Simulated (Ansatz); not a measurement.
## Smallest direct gap on the k points sampled of Se (R-3, No. 148) at several levels of theory

No measured value is used here.

| level (code) | value (eV) |
|---|---|
| dielectric-dependent PBEsol hybrid (Ansatz) | 1.36 |
| HSE06 (Ansatz) | 1.93 |
| PBE0 (Ansatz) | 2.56 |
| r²SCAN0 (Ansatz) | 2.73 |

At these levels the smallest gap is indirect and lower: dielectric-dependent PBEsol hybrid 1.24, HSE06 1.79, PBE0 2.42, r²SCAN0 2.57 eV. Computed values are for a static lattice. Spin–orbit coupling is included only where a level's name says +SOC; with heavier elements it mostly lowers gaps and can invert bands.  Dielectric-dependent PBEsol hybrid, HSE06, PBE0, r²SCAN0: the cell comes from a level without a dispersion term, which matters for the spacing of layers, chains or molecules. Values are at the PBEsol cell. Cutoffs differ between the levels. Ansatz's density-functional and Hartree–Fock values are scalar-relativistic unless marked +SOC, with PAW data made under PBE.

Ansatz is a program for electronic structure.
